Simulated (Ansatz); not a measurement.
System: BeSe (model structure, started from the wurtzite type, P6₃mc, No. 186, 4 atoms in the cell). Method: HSE06+SOC (Ansatz, a quantum-chemistry and plane-wave program, PAW).

Input file:

Ansatz 0.2 input:
```yaml
crystal:
  lattice:
    - [3.6151721525, -0.0000002884, 0.0]
    - [-1.8075858265, 3.1308310673, 0.0]
    - [0.0, 0.0, 5.9641048509]
  atoms:
    - { symbol: Be, position: [0.6666666667, 0.3333333333, -0.0005332221] }
    - { symbol: Be, position: [0.3333333333, 0.6666666667, 0.4994667779] }
    - { symbol: Se, position: [0.6666666667, 0.3333333333, 0.6257332221] }
    - { symbol: Se, position: [0.3333333333, 0.6666666667, 0.1257332221] }
basis:
  ecutwfc: 460
  ecutrho_ratio: 4
  xc_grid: 2
kpoints:
  mp_grid: { grid: [9, 9, 4] }
hamiltonian:
  xc: hse06
  dispersion: none
  pseudopotentials: { kind: paw }
scf:
  occupations: { method: fermi_dirac, width: 0.01 }
  convergence: { dr2_threshold: 0.0000000004 }
output:
  forces: true
  stress: true
  eigenvalues: true
magnetization:
  noncollinear: true
  spin_orbit: true
```

Question: How many irreducible k-points, plane waves at Γ does the program set up, and what pressure does the run end with?

Answer: 36 irreducible k-points, 1521 plane waves at Γ; P = 0.89 GPa, so the cell is compressed on average and its volume would grow at this level.

From the output:

```
WARN output.stress: scf.exx.energy_threshold = 1e-6 eV is looser than the 4e-8 eV advised for a stress under a hybrid functional (1e-8 eV for each atom of the …
Crystal: 4 atoms, lattice volume = 67.505 Å³
Basis set: ecut = 460 eV, 1521 PW (Γ), exchange–correlation on 54×54×90 points (8 copies of the dense FFT grid, shifted against one another)
Bands: 44, of which v1, the nominal top of the filled ones, is band 36 counted from 1 (35 counted from 0)
Symmetry: 12 space group operations + 12 with time reversal
k-points: 36 of 324 (time reversal used)
Initial density: superposition of atomic densities (chi_scale 0.1, normalization cell, long waves kept (reshape's long-wave potential 0.00 eV rms))
Crystal: 4 atoms, lattice volume = 67.505 Å³
Initial density: handed on by an earlier stage of this run
Crystal: 4 atoms, lattice volume = 67.505 Å³
SCF 3 converged in 5 iterations: F = -11128.812309 eV  dr2 = 1.62e-10
Free energy (F): -11128.812308 eV
Internal energy: -11128.812308 eV  (E = F + TS)
E sigma→0 (E₀):  -11128.812308 eV
Fermi energy:    8.720520 eV
--- Stress (GPa, compression-positive) ---
        0.906696       0.000000      -0.000000
       -0.000000       0.906696       0.000000
       -0.000000       0.000000       0.857687
  P = ⅓ Tr σ = 0.8904 GPa (8.904 kbar)
```

The PAW data were made under PBE.

Note: the relaxation could raise the start's symmetry but not lower it, so the cell can be a saddle point. Note: cell and atoms aren't relaxed at this level (pressure 0.9 GPa).

The result took around 27 core-minutes (rough).

A model structure was made by putting elements into a prototype or built by hand; it is no filed structure, need not be a known phase, and can be a saddle point held by its symmetry.
